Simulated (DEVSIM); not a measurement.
System: abrupt Si p-n junction, at 300 K.

```csv
layer (left to right),material,thickness (μm),Nd (cm⁻³),Na (cm⁻³),τn (s),τp (s)
1,Si,41.0,-,9.2e16,1.1e-6,1.1e-6
2,Si,0.660,7e16,-,1.1e-6,1.1e-6
```

Left contact: ohmic. Right contact: ohmic. Voltage is applied to the left contact. Recombination: SRH at mid-gap, radiative. Mobility is μmin + (μ − μmin)/(1 + (N/Nref)^α).

This is a model device: material constants are rounded textbook-type values typed into the input, and sizes, dopings and lifetimes were drawn at random. Values at 300 K.

| parameter | Si |
|---|---|
| gap (eV) | 1.124 |
| affinity (eV) | 4.05 |
| permittivity | 11.7 |
| Nc (cm⁻³) | 2.86e19 |
| Nv (cm⁻³) | 3.1e19 |
| μn (cm²/Vs) | 1417 |
| μp (cm²/Vs) | 470 |
| μn,min | 52 |
| μp,min | 45 |
| Nref,n | 9.7e16 |
| Nref,p | 2.2e17 |
| αn | 0.68 |
| αp | 0.72 |
| B (cm³/s) | 4.7e-15 |

Model (solved in DEVSIM): 1D drift-diffusion, Boltzmann statistics, complete ionisation; no tunnelling, impact ionisation, image-force lowering or self-heating.

The doping Nd of layer 2 was swept, all else fixed.

```csv
doping Nd of layer 2 (cm^-3),dark forward voltage at 100 A/cm² (V),potential step across the device at zero bias (V),largest field in the device at zero bias (V/cm),dark forward voltage at 1 A/cm² (V)
2.1e15,0.739,0.727,24000,0.510
7e15,0.765,0.759,38000,0.550
2.1e16,0.791,0.787,62000,0.584
7e16,0.819,0.818,97000,0.621
2.1e17,0.837,0.847,130000,0.654
7e17,0.845,0.878,140000,0.686
2.1e18,0.847,0.906,160000,0.703
```

From the first row to the last the dark forward voltage at 100 A/cm² goes from 0.739 to 0.847. From the first row to the last the potential step across the device at zero bias goes from 0.727 to 0.906.
